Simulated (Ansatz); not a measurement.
Functionals compared on the (21-32) surface of hcp Mg in its 1x1 cell, outermost plane spacing 0.65 Å in the ideal cut, in Ansatz (plane waves, PAW). The structure was relaxed with PBE; the other rows are single points on it, each with its references at the same level. Cutoff 420 eV (500 eV for r2SCAN).

Set-up: 22 atoms, 10.4 Å thick at the start (thin: gaps and levels are the slab's own); mesh 7x5x1; 0.1 eV smearing; dipole correction on; all atoms relaxed; symmetry of the start imposed; no spin, no spin-orbit, no U. These notes are the PBE run's.

| functional | surface energy (J/m²) | work function of the top face (eV) | rough cost of the single point |
|---|---|---|---|
| PBE | 0.73 | 3.61 | – |
| LDA | 0.82 | 3.74 | about 4 core-minutes (a rough figure) |
| PBEsol | 0.81 | 3.65 | around 3 core-minutes (rough) |
| RPBE | 0.67 | 3.55 | very roughly 4 core-minutes |
| r2SCAN | 0.82 | 3.68 | around 8 core-minutes (rough) |

Ansatz is an electronic-structure program.
